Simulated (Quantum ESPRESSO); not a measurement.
Quantum ESPRESSO 7.5, DFT, PBE, plane waves, PseudoDojo 0.5 standard norm-conserving PBE (local tails restored to the Coulomb form): fcc Cu with 4 Al on Cu sites, atoms displaced (Cu4Al4), unrelaxed at the host's lattice constant, 8 atoms. Basis and mesh were picked for this test and aren't claimed converged.

```
Quantity                                               Result
----------------------------  -------------------------------
cell                          5.11, 5.11, 5.11 Å; 60, 60, 60°
distance to the nearest atom                   2.41 to 2.50 Å
task                                                      scf
k mesh                                                  3×3×3
ecutwfc                                                 92 Ry
ecutrho                                                368 Ry
occupations                                          smearing
smearing                                                   mv
degauss                                               0.02 Ry
conv_thr                                             8e-09 Ry
tprnfor                                                  true
tstress                                                 false
k-point pools (-nk)                                         8
diagonalization                               david (default)
k-points computed                                          14
bands                                                      53
electrons                                                  88
G-vectors of the density                                76321
FFT grid                                             60×60×60
```

Settings of this run: mixing_mode = plain, mixing_beta = 0.7, mixing_ndim = 2; 8 ranks.

| SCF iteration | band solver's avg # of iterations (first pass) | estimated scf accuracy (Ry) |
|---|---|---|
| 1 | 7.0 | 4.22178905 |
| 2 | 3.0 | 11.21422269 |
| 3 | 2.0 | 0.61308211 |
| 4 | 2.0 | 0.03194266 |
| 5 | 8.7 | 0.09500676 |
| 6 | 2.1 | 0.00061693 |
| 7 | 7.3 | 0.00112867 |
| 8 | 2.6 | 0.00021348 |
| 9 | 2.0 | 0.00009512 |
| 10 | 2.0 | 0.00003571 |
| 11 | 2.0 | 0.00003106 |
| 12 | 2.0 | 0.00005733 |
| 13 | 2.0 | 0.00001036 |
| 14 | 2.0 | 0.00003404 |
| … | … | … |
| 19 | 2.0 | 0.00000422 |
| 20 | 2.0 | 0.00000957 |
| 21 | 2.0 | 0.00000155 |
| 22 | 2.0 | 0.00000445 |
| 23 | 2.0 | 0.00000246 |
| 24 | 2.0 | 0.00000072 |
| 25 | 2.8 | 0.00000321 |
| 26 | 2.1 | 0.00000066 |
| … | … | … |
| 30 | 2.0 | 0.00000033 |
| 31 | 2.0 | 0.00000028 |
| 32 | 2.0 | 0.00000004 |
| 33 | 3.0 | 0.00000024 |
| 34 | 2.6 | 0.00000004 |
| 35 | 2.0 | 0.00000001 |
| 36 | 2.0 | 0.00000003 |
| 37 | 2.0 | 4.9E-09 |

It converged after 37 SCF iterations.

Which change of one setting makes this cycle converge in far fewer steps?

This is not unique; one that fits is mixing_ndim = 8 (default) (13 SCF iterations) or mixing_ndim = 4 (14 SCF iterations) or mixing_ndim = 16 (14 SCF iterations), all else kept. With more settings changed, the fewest of all runs of this system: mixing_mode = local-TF, mixing_beta = 0.4, mixing_ndim = 8 (default) (9). The first change moves the result by: energy under 0.001 meV/atom, forces (largest component) 0.39 meV/Å. Counts are of single runs.
